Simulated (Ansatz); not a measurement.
Levels about the gap of amorphous In₉Ga₉Zn₉O₃₇Li₂ (66 atoms in a cell of 818 Å³, 5.79 g/cm³; zone centre alone, so wide bands show as single levels with stretches between that a denser mesh fills), at the geometry that PBE relaxed, where it gives 0.9 GPa on a denser mesh. Exact exchange is cut at the faces of this small cell, which leaves a finite-size error. The participation number counts the atoms over which a state spreads; weights are charges in smoothed Voronoi cells. The levels come from a single point, so bond lengths are those of that geometry. Method of the levels: HSE06, scalar-relativistic without spin-orbit coupling (Ansatz, a quantum-chemistry and plane-wave program). Sampling: the zone centre alone; Fermi-Dirac width 0.02 eV; no spin polarisation.

A CHGNet melt-quench gave the starting glass, which DFT then relaxed. O atoms were pushed apart under 1.9 Å during the dynamics, to hinder bonds among them. The hot cell started wider than the set density and was brought back towards it in steps. It is the lowest in DFT energy of 2 quenches. It is a model cell: composition and starting density were chosen by hand, and all elements were melted together. No dispersion term was used. Its density started from a set value of 5.79 and ended at 5.79 g/cm³. The simulated quench (nominally 260 K/ps over its main leg) is rapid and tends to freeze in more defects than a deposited or slowly cooled glass has. Values belong to this one cell and scatter from quench to quench. The volume was held where the preparation left it and the shape relaxed, at a PBE pressure of 0.9 GPa. Stress components on the final sampling reach 1.0 GPa.

```tsv
E - E(highest filled), eV	filling	participation number	largest on	weight O	weight In	weight Zn	weight Ga
-0.37	filled	20.3	O, 3 neighbours	0.87	0.03	0.07	0.02
-0.29	filled	25.5	O, 4 neighbours	0.87	0.03	0.08	0.02
-0.26	filled	16.4	O, 4 neighbours	0.87	0.02	0.09	0.01
-0.21	filled	12.0	O, 4 neighbours	0.89	0.03	0.06	0.01
-0.06	filled	11.7	O, 4 neighbours	0.87	0.02	0.07	0.03
0.00	filled	13.3	O, 4 neighbours	0.85	0.02	0.12	0.01
0.00	filled	6.0	O, 4 neighbours	0.90	0.01	0.06	0.02
2.47	empty	59.2	In, 5 neighbours	0.50	0.22	0.15	0.12
5.15	empty	23.6	In, 5 neighbours	0.55	0.27	0.12	0.05
5.44	empty	30.7	In, 6 neighbours	0.57	0.25	0.11	0.06
5.53	empty	37.8	In, 5 neighbours	0.57	0.29	0.08	0.06
5.64	empty	28.9	In, 5 neighbours	0.54	0.24	0.13	0.09
5.67	empty	35.5	In, 6 neighbours	0.56	0.27	0.07	0.10
6.12	empty	38.6	In, 5 neighbours	0.56	0.17	0.15	0.12
```

Most localised among these is the filled level at +0.00 eV, on a O atom, which has 4 neighbours (Ga 1.90 Å, Zn 1.96 Å, Ga 1.96 Å, Li 2.00 Å).
